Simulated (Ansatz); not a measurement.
Results of PBE-D3(BJ) (PAW; Ansatz, a first-principles code) for fluorite HfO2 (high-temperature phase).

Settings: plane-wave cutoff 500 eV, 10×10×10 k mesh, gaussian smearing 0.02 eV, scalar-relativistic PAW data made under PBE.

Cell (relaxed at this level):

```cif
data_HfO2
_chemical_formula_sum 'Hf1 O2'
_space_group_name_H-M_alt 'P 1'
_space_group_IT_number 1
_cell_length_a 3.58679
_cell_length_b 3.58679
_cell_length_c 3.58679
_cell_angle_alpha 60.000
_cell_angle_beta 60.000
_cell_angle_gamma 60.000
loop_
_space_group_symop_operation_xyz
  'x, y, z'
loop_
_atom_site_label
_atom_site_type_symbol
_atom_site_fract_x
_atom_site_fract_y
_atom_site_fract_z
_atom_site_occupancy
Hf1 Hf 0.00000 0.00000 0.00000 1
O1 O 0.25000 0.25000 0.25000 1
O2 O 0.75000 0.75000 0.75000 1
```

Task: What does this level give for the band gap?

Result: 
* **band gap**: 3.78 eV (on the SCF k mesh)

Note: symmetry holds this phase in the static calculation, where it need not be a minimum; held by symmetry at 0 K, a high-temperature phase can be a saddle point.

Spin–orbit coupling is not included.

Static lattice: no zero-point or thermal effects.
